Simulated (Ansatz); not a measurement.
**Electron-phonon data for LaBi3 (Pm-3m)**

Consider the following.

```xyz
4
Lattice="4.9362 0.0000 0.0000 0.0000 4.9362 0.0000 0.0000 0.0000 4.9362" Properties=species:S:1:pos:R:3 pbc="T T T"
La     0.0000     0.0000     0.0000
Bi     2.4681     0.0000     2.4681
Bi     0.0000     2.4681     2.4681
Bi     2.4681     2.4681     0.0000
```

These are PBEsol, DFPT electron-phonon coupling, linearised Boltzmann equation (plane waves, PAW, scalar-relativistic; Ansatz, an electronic-structure program) values and carry that method's errors. How the cell was made: relaxed with this functional, without spin-orbit coupling.

The resistivity at 300 K is 23 μΩ·cm and the resistivity at 77 K is 5.2 μΩ·cm. The Hall coefficient at 300 K is 11.1 ×10⁻¹¹ m³/C.

A metal at this level (no band gap). Only scattering by harmonic phonons is included (no impurities, grain boundaries, electron-electron scattering or thermal expansion). Spin-orbit coupling is left out, which matters with elements this heavy. The squared frequency of the phonon mode least converged on the k mesh is uncertain by about 13 %. The run warned that the eigensolver left some states short of its tolerance. Halving the electron mesh (16x16x16) moves the resistivity by up to 1 % at 300 K. Smearing 0.20 eV; phonons on a 3x3x3 q mesh, which this run doesn't test and which matters most at low temperature.

Computed structure with no diffraction record at hand here (it may be known, metastable or hypothetical): LaBi3 (Pm-3m).
